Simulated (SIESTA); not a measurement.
Band structure of HfZrW4 (F-43m, 6 atoms in the cell).

```yaml
crystal:
  lattice:
    - [0.00000, 3.78825, 3.78825]
    - [3.78825, 0.00000, 3.78825]
    - [3.78825, 3.78825, 0.00000]
  atoms:
    - { symbol: Zr, position: [0.00000, 0.00000, 0.00000] }
    - { symbol: Hf, position: [0.75000, 0.75000, 0.75000] }
    - { symbol: W, position: [0.37503, 0.37503, 0.37503] }
    - { symbol: W, position: [0.87491, 0.37503, 0.37503] }
    - { symbol: W, position: [0.37503, 0.37503, 0.87491] }
    - { symbol: W, position: [0.37503, 0.87491, 0.37503] }
```

Level of theory: GGA PBEsol, numerical atomic orbitals DZP, PseudoDojo PBEsol standard norm-conserving potentials (rewritten from UPF to PSML) (SIESTA).

Settings: XC.functional = GGA; XC.authors = PBEsol; potentials = PseudoDojo PBEsol standard; PAO.BasisSize = DZP; PAO.EnergyShift = 0.01 Ry; MeshCutoff = 400 Ry; kgrid.MonkhorstPack = 8 8 8; OccupationFunction = MP; OccupationMPOrder = 1; ElectronicTemperature = 0.2 eV; MaxSCFIterations = 150; SCF.Mixer.Method = Broyden; SCF.Mixer.Weight = 0.1; SCF.Mixer.History = 8.

The starting cell comes from a database of computed structures (which also holds hypothetical and non-ambient phases and stackings), without a prior relaxation at this level. Its lattice was rescaled by a random factor within 2.5 % of one. Spin-orbit coupling is off. Spin polarisation is off. Values carry the incompleteness of an atom-centred basis.

Levels in eV from the Fermi level, bands 37 to 42:
```csv
point,37,38,39,40,41,42
Γ,0.22,0.22,0.22,1.20,1.20,1.20
X,-1.29,-1.29,-1.21,-1.18,-0.30,-0.30
W,-0.89,-0.83,-0.79,-0.77,-0.16,-0.11
K,-1.36,-1.28,-0.78,-0.64,-0.13,0.39
L,-1.26,-1.18,-0.91,-0.91,1.60,1.60
U,-1.36,-1.28,-0.78,-0.64,-0.13,0.39
```

Bands cross the Fermi level along this path, so the cell is metallic at this level.

Higher empty bands are left out: an atom-centred basis made for the valence describes them poorly.
